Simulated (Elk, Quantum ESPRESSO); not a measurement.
# Equation of state of fcc Pb (space group 225): energy against volume (Elk, LDA)

```
CELL_PARAMETERS angstrom
      0.00000     2.37874     2.37874
      2.37874     0.00000     2.37874
      2.37874     2.37874     0.00000
ATOMIC_POSITIONS crystal
  Pb 0.00000 0.00000 0.00000
```

Level of theory: LDA (PW92), all-electron FP-LAPW, Elk's shipped species files, APW+lo basis with extra local orbitals run with Elk. Settings: rgkmax = 9.12; swidth = 0.00183747 Ha; ngridk = 21 21 21; gmaxvr = 16 1/bohr; nxlo = 2; lorbcnd = true; lmaxi = 2; maxscl = 100; sphere radii = {Pb: 2.8} bohr. The cell above is the first row's. The rows scale it uniformly. In all rows the k mesh is held. E is the free energy at the stated smearing, counted from the lowest row.

| V (Å^3/atom) | E (meV/atom) |
|---|---|
| 26.920 | ? |
| 27.505 | 19.09 |
| 28.090 | 8.29 |
| 28.675 | 2.07 |
| 29.261 | 0.00 |
| 29.846 | 1.72 |
| 30.431 | 6.85 |
| 31.016 | 14.82 |
| 31.601 | 25.54 |

Taking the third-order Birch-Murnaghan form, a cubic in V^(-2/3) for E over the 8 complete rows: With u = V^(-2/3) - 0.1047, the rows have u = 0.0050469, 0.0035178, 0.0020409, 0.0006110, -0.0007696, -0.0021059, -0.0034000, -0.0046541. Least squares gives E = 0.352 - 1090.2·u + 940127·u² + 2416592·u³. Residuals (row less fit): -0.017, 0.034, 0.007, -0.037, -0.027, 0.055, -0.012, -0.006; standard error 0.041 (degrees of freedom: 4). Its minimum lies at u = 0.0005785, so V0 = (0.1052785)^(-3/2) = 29.27. There d²E/du² = 1889000 and d³E/du³ = 1.450e7, so B0 = (4/9) × 29.27^(-7/3) × 1889000 × 0.160218 = 50.9 GPa (the last factor turns the table's units into GPa), and B0' = 4 + (2/3) × 0.1052785 × (1.450e7)/1889000 = 4.5.

Task: Estimate the missing E (V = 26.920); what did the run itself give?

Result: u = 0.0066311, so E = 0.352 - 1090.2 × 0.0066311 + 940127 × 0.0066311² + 2416592 × 0.0066311³ = 35.166 meV/atom. The calculation gives 35.38 meV/atom, 0.214 meV/atom above the prediction (0.6 % of the range of E in the table). The row lies outside the fitted rows, so this is an extrapolation. From the scatter of the fitted rows alone, a prediction at this place has a standard error of 0.122 meV/atom, so the miss is 1.8 times that.

Carrying the step between the two nearest rows on in a straight line would have given 29.89, off by 5.49; series whose last step already gives the withheld value aren't shown. The scan was laid around a cell of about the measured size, scaled by a guess for this functional. A plane-wave scan with the same functional (Quantum ESPRESSO, GBRV) gives V0 = 28.98 Å^3/atom and B0 = 52.9 GPa; a Birch-Murnaghan fit to all rows here lies 1.0 % from it in V0 and -3 % in B0; the two differ in basis, and may differ in potentials and mesh. Values depend on the basis (sphere radii, cutoffs, local orbitals), which need not be converged. Spin-orbit coupling is off. Sphere radii are the same in all rows. Cutoffs and mesh are single choices, not tested for convergence of this quantity. Series with a scatter that would blur these digits, or in which a gap closes, are not shown. Nor are scans whose minimum lies at an end fitted in this form.
